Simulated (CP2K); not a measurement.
A self-consistent single point of BaAl2Ga2 (I4/mmm, 5 atoms in the cell) with CP2K.

Level of theory: LDA (Pade form), GPW, DZVP-MOLOPT-SR-GTH basis, GTH-PADE potentials (GTH_POTENTIALS) in CP2K 2026.2.

```xyz
5
Lattice="6.4253 0.0000 0.0000 3.2535 5.5407 0.0000 -4.8394 -2.7703 3.1921" Properties=species:S:1:pos:R:3 pbc="T T T"
Ba     0.0000     0.0000     0.0000
Al     3.2126     0.0000     1.5961
Al     1.6267     2.7703     1.5961
Ga     3.6751     2.1038     0.0000
Ga     6.0036     3.4368     0.0000
```

Reference input (self-consistent single point, DFT PBEsol, GPW, DZVP-MOLOPT-SR-GTH basis, GTH-PBE potentials (GTH_POTENTIALS)): CUTOFF = 600 Ry; REL_CUTOFF = 50 Ry; SMEAR/METHOD = GAUSSIAN; SIGMA = 0.1 eV; KPOINTS/SCHEME = MONKHORST-PACK 7 7 7; XC_FUNCTIONAL = PBE:PBESOL; Ba/BASIS_SET = DZVP-MOLOPT-SR-GTH-q10; Ba/POTENTIAL = GTH-PBE-q10; Al/BASIS_SET = DZVP-MOLOPT-SR-GTH-q3; Al/POTENTIAL = GTH-PBE-q3; Ga/BASIS_SET = DZVP-MOLOPT-SR-GTH-q13; Ga/POTENTIAL = GTH-PBE-q13. This run's input differs from it in these lines:

```diff
@@ -42,6 +42,3 @@
     &XC
-      &XC_FUNCTIONAL
-        &PBE
-          PARAMETRIZATION PBESOL
-        &END PBE
+      &XC_FUNCTIONAL PADE
       &END XC_FUNCTIONAL
@@ -79,3 +76,3 @@
       BASIS_SET DZVP-MOLOPT-SR-GTH-q10
-      POTENTIAL GTH-PBE-q10
+      POTENTIAL GTH-PADE-q10
     &END KIND
@@ -83,3 +80,3 @@
       BASIS_SET DZVP-MOLOPT-SR-GTH-q3
-      POTENTIAL GTH-PBE-q3
+      POTENTIAL GTH-PADE-q3
     &END KIND
@@ -87,3 +84,3 @@
       BASIS_SET DZVP-MOLOPT-SR-GTH-q13
-      POTENTIAL GTH-PBE-q13
+      POTENTIAL GTH-PADE-q13
     &END KIND
```

The program printed (abridged):

```
 SCF WAVEFUNCTION OPTIMIZATION

  Step     Update method      Time    Convergence         Total energy    Change
     1 NoMix/Diag. 0.20E+00      -     1.63548125      -179.4996591702 -1.79E+02
     2 Broy./Diag. 0.20E+00      -     0.02363323      -179.7397680913 -2.40E-01
     3 Broy./Diag. 0.20E+00      -     0.04718770      -179.2200171378  5.20E-01
     4 Broy./Diag. 0.20E+00      -     0.00860346      -178.8918911342  3.28E-01
     5 Broy./Diag. 0.20E+00      -     0.00283178      -178.8775464437  1.43E-02
     6 Broy./Diag. 0.20E+00      -     0.00178702      -178.8917656535 -1.42E-02
   [... 5 lines left out ...]
    12 Broy./Diag. 0.20E+00      -     0.00000332      -178.8905078556 -7.62E-06
    13 Broy./Diag. 0.20E+00      -     0.00000054      -178.8905179620 -1.01E-05
    14 Broy./Diag. 0.20E+00      -     0.00000081      -178.8905153346  2.63E-06
    15 Broy./Diag. 0.20E+00      -     0.00000002      -178.8905140322  1.30E-06
  *** SCF run converged in    15 steps ***

  Overlap energy of the core charge distribution:               0.00000000001009
  Self energy of the core charge distribution:               -258.11140388368483
  Core Hamiltonian energy:                                     70.35462978157338
  Hartree energy:                                              34.01889299323744
  Exchange-correlation energy:                                -25.15234098403327
  Smearing free energy correction:                             -0.00029193929168
  Fermi energy:                                                 0.23722496550487

  Total energy:                                              -178.89051403219366
  Total energy (extrapolated to sigma->0):                   -178.89036806254782

   [... lines left out ...]

 STRESS| Analytical stress tensor [bar]
 STRESS|                        x                   y                   z
 STRESS|      x       -3.11209790319E+04   1.74281254692E+03   1.85825202626E-03
 STRESS|      y        1.74281254692E+03  -3.31681737272E+04  -1.18254039776E-01
 STRESS|      z        1.85825202626E-03  -1.18254039776E-01  -3.41659744095E+04
 STRESS| 1/3 Trace                                            -3.28183757228E+04
```

The run converged in 15 iterations. Against the reference run the pressure goes from -1.04 to -3.28 GPa and the largest force goes from 0.042 to 0.012 eV/Å.

The starting cell comes from a database of computed structures (which also holds hypothetical and non-ambient phases and stackings), without a prior relaxation at this level. Its lattice was rescaled by a random factor within 2.5 % of one. Values carry the incompleteness of an atom-centred basis. With a pressure of about -3 GPa the cell is away from its equilibrium volume at this level.

Cost on one core of a shared machine: roughly 90 s.
